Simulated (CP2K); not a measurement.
# How far to go with shifted k-point meshes: SnTe (I4mm, 2 atoms in the cell)

```xyz
2
Lattice="4.4466 0.0000 0.0000 2.2233 3.8508 0.0000 2.2233 1.2836 3.6306" Properties=species:S:1:pos:R:3 pbc="T T T"
Sn     0.0354     0.0204    -0.0289
Te     4.4466     2.5672     1.8153
```

Method: CP2K with PBEsol, GPW, DZVP-MOLOPT-PBE-GTH basis, GTH-PBE potentials (POTENTIAL_UZH).

Base settings: CUTOFF = 500 Ry; REL_CUTOFF = 60 Ry; SMEAR/METHOD = FERMI_DIRAC; ELECTRONIC_TEMPERATURE = 116.05 K; KPOINTS/SCHEME = MONKHORST-PACK 3 3 3; XC_FUNCTIONAL = PBE:PBESOL; Sn/BASIS_SET = DZVP-MOLOPT-PBE-GTH-q14; Sn/POTENTIAL = GTH-PBE-q14; Te/BASIS_SET = DZVP-MOLOPT-PBE-GTH-q6; Te/POTENTIAL = GTH-PBE-q6.

Shifted meshes do not hold Γ, so a gap read on them misses any band edge there.

Only quantities that move along the ladder and can be compared are tabulated.

The starting cell has typed, rounded lattice constants, without a prior relaxation at this level. Its lattice was rescaled by up to half a per cent. One atom was moved a little off its site on purpose. Spin-orbit coupling is off. Values carry the incompleteness of an atom-centred basis. The potentials were made for another functional than the one used.

| KPOINTS/SCHEME | free energy less the last step's (meV/atom) | pressure (GPa) | largest difference of a force vector from the last step's (eV/Å) | gap on the mesh (eV) |
|---|---|---|---|---|
| MONKHORST-PACK 2 2 2 | -351.97 | -1.10 | 0.100 | 2.537 |
| MACDONALD 3 3 3 0.1666666667 0.1666666667 0.1666666667 | 43.99 | -0.04 | 0.113 | 0.280 |
| MONKHORST-PACK 4 4 4 | 2.30 | 0.58 | 0.026 | 0.578 |
| MACDONALD 5 5 5 0.1 0.1 0.1 | -2.94 | 0.24 | 0.030 | 0.330 |
| MONKHORST-PACK 6 6 6 | -0.42 | 0.24 | 0.011 | 0.392 |
| MACDONALD 7 7 7 0.07142857143 0.07142857143 0.07142857143 | 1.09 | 0.32 | 0.012 | 0.315 |
| MONKHORST-PACK 8 8 8 | -0.99 | 0.26 | 0.005 | 0.299 |
| MACDONALD 9 9 9 0.05555555556 0.05555555556 0.05555555556 | 0.39 | 0.28 | 0.005 | 0.247 |
| MONKHORST-PACK 10 10 10 | -0.13 | 0.28 | 0.002 | 0.243 |
| MACDONALD 11 11 11 0.04545454545 0.04545454545 0.04545454545 | -0.02 | 0.27 | 0.003 | 0.183 |
| MONKHORST-PACK 12 12 12 | 0.03 | 0.28 | 0.001 | 0.191 |
| MACDONALD 13 13 13 0.03846153846 0.03846153846 0.03846153846 | -0.01 | 0.27 | 0.001 | 0.144 |
| MONKHORST-PACK 14 14 14 | 0.01 | 0.27 | 0.000 | 0.192 |
| MONKHORST-PACK 16 16 16 | 0.00 | 0.27 | 0.000 | 0.172 |

Coarsest KPOINTS/SCHEME that holds the free energy within 5 meV/atom of the last step, with all finer ones: MONKHORST-PACK 4 4 4; the step before is off by 44 meV/atom.

Coarsest KPOINTS/SCHEME that holds the pressure within 0.5 GPa of the last step, with all finer ones: MACDONALD 3 3 3 0.1666666667 0.1666666667 0.1666666667; the step before is off by 1.4 GPa.

The gap on the mesh jumps up and down from mesh to mesh; it is no smooth measure of convergence.
